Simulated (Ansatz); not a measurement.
**Worked example: self-consistent single point of SrSO4 (R3m, 6 atoms in the cell) in Ansatz (a first-principles code)**

Method of the run: LDA (PW92), default PAW files made with PBE (plane waves; Ansatz).

Input:

Ansatz 0.2 input:
```yaml
# SrSO4
crystal:
  lattice:
    - [0.00000000, 3.62241500, 3.62241500]
    - [3.62241500, 0.00000000, 3.62241500]
    - [3.62241500, 3.62241500, 0.00000000]
  atoms:
    - { symbol: Sr, position: [0.50398500, 0.50398500, 0.50398500] }
    - { symbol: S, position: [0.00000000, 0.00000000, 0.00000000] }
    - { symbol: O, position: [0.88106000, 0.88106000, 0.88106000] }
    - { symbol: O, position: [0.35682000, 0.88106000, 0.88106000] }
    - { symbol: O, position: [0.88106000, 0.88106000, 0.35682000] }
    - { symbol: O, position: [0.88106000, 0.35682000, 0.88106000] }
basis:
  ecutwfc: 30.9 Ry
kpoints:
  mp_grid:
    grid: [6, 6, 6]
hamiltonian:
  xc: lda
  pseudopotentials:
    kind: paw
scf:
  occupations:
    method: fixed
output:
  forces: true
  eigenvalues: true
  stress: true
```

Output, abridged:

```
WARN ansatz: RAYON_NUM_THREADS=1 ignored (pool sized by the plan → 1); use --threads N
Pseudopotentials: kind: paw
Pseudopotential: Sr, paw, valence charge 10
Pseudopotential: S, paw, valence charge 6
Pseudopotential: O, paw, valence charge 6
Crystal: 6 atoms, lattice volume = 95.066 Å³
Basis set: ecut = 420.4159175005146 eV, 1837 PW (Γ)
Bands: 26, of which v1, the nominal top of the filled ones, is band 20 counted from 1 (19 counted from 0)
Symmetry: 6 space group operations
Space group: R3m (ITA 160), of the structure as read, at distance tolerance 4.6e-5 Å
k-points: 32 of 216 (time reversal used)
PAW frozen core: Sr, regenerated for the run's functional, and the local potential with it
PAW frozen core: S, regenerated for the run's functional, and the local potential with it
PAW frozen core: O, regenerated for the run's functional, and the local potential with it
Initial density: superposition of atomic densities (neutral atoms: chi_scale 0, normalization atom), corrected by the library's trained network
Initial wavefunctions: pseudopotential atomic-orbital guess
Eigensolver: davidson
Functional: x = slater, c = lda
SCF iter   1: F=—  HF=-6537.012199 eV  |F-HF|=—  |Δ(HF+E_count)|=         —  Δρ=1.08e-2  dr2=9.09e-2  ethr=1.77e-3  ⟨swp⟩=6.5  Hψ=4091  notcnv=0  defer=123
all-band conjugate gradients solve this SCF's bands
preconditioner: auto → none
SCF iter   2: F=—  HF=-6536.989363 eV  |F-HF|=—  |Δ(HF+E_count)|=   2.28e-2  Δρ=4.85e-3  dr2=1.32e-2  ethr=2.27e-4  ⟨swp⟩=2.6  Hψ=1723  notcnv=0  defer=127
SCF iter   3: F=—  HF=-6536.985878 eV  |F-HF|=—  |Δ(HF+E_count)|=   3.48e-3  Δρ=1.68e-3  dr2=1.68e-3  ethr=3.30e-5  ⟨swp⟩=2.8  Hψ=1487  notcnv=0  defer=128
SCF iter   4: F=—  HF=-6536.985935 eV  |F-HF|=—  |Δ(HF+E_count)|=   5.66e-5  Δρ=5.71e-4  dr2=4.25e-4  ethr=4.21e-6  ⟨swp⟩=3.0  Hψ=1493  notcnv=0  defer=128
SCF iter   5: F=—  HF=-6536.985857 eV  |F-HF|=—  |Δ(HF+E_count)|=   7.81e-5  Δρ=1.23e-4  dr2=1.52e-5  ethr=1.06e-6  ⟨swp⟩=2.0  Hψ=1191  notcnv=0  defer=115
SCF iter   6: F=—  HF=-6536.985861 eV  |F-HF|=—  |Δ(HF+E_count)|=   3.82e-6  Δρ=6.87e-5  dr2=3.98e-6  ethr=3.80e-8  ⟨swp⟩=2.0  Hψ=1408  notcnv=0  defer=66
SCF iter   7: F=—  HF=-6536.985860 eV  |F-HF|=—  |Δ(HF+E_count)|=   7.36e-7  Δρ=1.94e-5  dr2=4.13e-7  ethr=9.94e-9  ⟨swp⟩=2.0  Hψ=1308  notcnv=0  defer=66
SCF iter   8: F=-6536.985860 eV  HF=-6536.985860 eV  |F-HF|=2.64e-9  |Δ(HF+E_count)|=   8.44e-8  Δρ=3.36e-6  dr2=5.79e-9  ethr=2.50e-10  ⟨swp⟩=13.6  Hψ=4920  notcnv=0
SCF 1 converged in 8 iterations: F = -6536.985860 eV  dr2 = 5.79e-9
SCF converged after 8 iterations
Free energy (F): -6536.985860 eV
Harris-Foulkes:  -6536.985860 eV  (|F-HF|=2.64e-9)
Internal energy: -6536.985860 eV  (E = F + TS)
E sigma→0 (E₀):  -6536.985860 eV
Fermi energy:    3.975985 eV
--- Per-component energies (eV) ---
  E_band       = -239.611314
  E_kinetic    = 1061.531259
  E_local      = -2775.665864  (includes V_loc(G=0)·N_el)
  E_nonlocal   = 432.225395
  E_hartree    = 931.821476
  E_xc         = -558.172502
  E_vxc        = -623.254073  (∫ρ·V_xc dr)
  E_paw        = -3755.701001  (= ΣΔE_a)
  E_vpaw       = -198.100506  (= ΣTr[D̂ρ^β])
  E_aug_tail   = 0.009966  (compensation charges beyond the density's cutoff)
  E_ewald      = -1873.869609
  E_core_change = 0.835019  (= ΣΔE_core)
  E_smearing   = -0.000000  (= −TS)
  E_closure    = 0.000000  (closes the sum)
  Σ components = -6536.985860   (vs F -6536.985860, Δ=0.00e0)
--- Forces (eV/Å), atoms counted from 1 ---
  atom   1  Sr     0.02555565     0.02555565     0.02555565
  atom   2  S      0.05665253     0.05665253     0.05665253
  atom   3  O      0.29646381     0.29646381     0.29646381
  atom   4  O      0.28415162    -0.33141275    -0.33141275
  atom   5  O     -0.33141275    -0.33141275     0.28415162
  atom   6  O     -0.33141275     0.28415162    -0.33141275
  max |Σ_I F_I| component: 1.90e-6 eV/Å
--- Stress (GPa, compression-positive) ---
       -6.643751      -0.125739      -0.125739
       -0.125739      -6.643751      -0.125739
       -0.125739      -0.125739      -6.643751
  P = ⅓ Tr σ = -6.6438 GPa (-66.438 kbar)
  The stress holds the Pulay correction. Without it, at fixed plane waves, as pw.x and ABINIT print it: P = -7.3407 GPa
--- Band table (eV; the first three rows and the last of 32) ---
  k-point 0: bands = ["-29.8834", "-18.7598", "-14.3020", "-14.2861", "-14.2861", "-11.8062", "-11.8062", "-11.7988", "-5.0502", "-1.9018", "-1.8942", "-1.8942", "0.6229", "0.6229", "2.1864", "2.1864", "2.1903", "3.9326", "3.9326", "3.9646", [...]
  k-point 1: bands = ["-29.8830", "-18.7485", "-14.3378", "-14.3016", "-14.2872", "-11.8118", "-11.8087", "-11.8015", "-4.8492", "-1.9060", "-1.8254", "-1.8169", "0.6962", "0.6971", "1.7763", "2.1233", "2.1253", "3.7292", "3.7580", "3.9391", [...]
  k-point 2: bands = ["-29.8821", "-18.7254", "-14.4344", "-14.3063", "-14.2893", "-11.8231", "-11.8145", "-11.8057", "-4.4020", "-1.9106", "-1.6633", "-1.6503", "0.8962", "0.9008", "0.9677", "1.9110", "1.9137", "3.3652", "3.3947", "3.9447", [...]
  k-point 31: bands = ["-29.8816", "-18.7135", "-14.4992", "-14.2921", "-14.2921", "-11.8256", "-11.8256", "-11.7993", "-4.1438", "-1.9090", "-1.5566", "-1.5566", "0.5380", "1.0720", "1.0720", "1.7090", "1.7090", "3.2088", "3.2088", "3.9760", [...]
```

The run converged in 8 iterations.

The starting cell comes from a database of computed structures (which also holds hypothetical and non-ambient phases and stackings), without a prior relaxation at this level. Its lattice was rescaled by up to half a per cent. One atom was moved a little off its site on purpose. With a pressure of about -7 GPa the cell is away from its equilibrium volume at this level. Ansatz's pressure includes its estimate of the finite-basis (Pulay) stress. Without the estimate this run gives -7.34 GPa.
